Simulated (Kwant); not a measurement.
System: quantum point contact (saddle potential) in a GaN two-dimensional gas. Effective mass 0.22 mₑ, grid spacing 3 nm, hard walls, nominal width 60 nm (19 grid rows, so walls 60 nm apart), one parabolic valley, scattering region 180 nm long along x; energies count from the band bottom; Fermi energy 0.00563 eV. Potential (V0 + ½k y²) cos²(πx/L) for |x| < L/2, with V0 swept from 0.0059115 to 0 eV, k = 5.2e-05 eV/nm², L = 110 nm. Perpendicular field 1.9 T, also in the leads; orbital effect alone.

The device is made up for the run: typed textbook-type constants, with dimensions and the other settings drawn at random.

Model: effective-mass tight-binding model on a square grid, one spin, coherent transport at 0 K (Kwant). Conductance is in e²/h.

Sweep values stay those of the base run.

The effective mass was swept, all else fixed.

```csv
effective mass (mₑ),G (e²/h) at V0 = 4.455 meV,G (e²/h) at V0 = 2.999 meV,mean G (e²/h) over the sweep
0.13,0.0085,0.34,0.48
0.18,0.017,0.72,0.55
0.22,…,…,…
0.29,0.051,0.98,0.67
```

Complete the blanks.


- 0.22, G (e²/h) at V0 = 4.455 meV: 0.026
- 0.22, G (e²/h) at V0 = 2.999 meV: 0.89
- 0.22, mean G (e²/h) over the sweep: 0.59
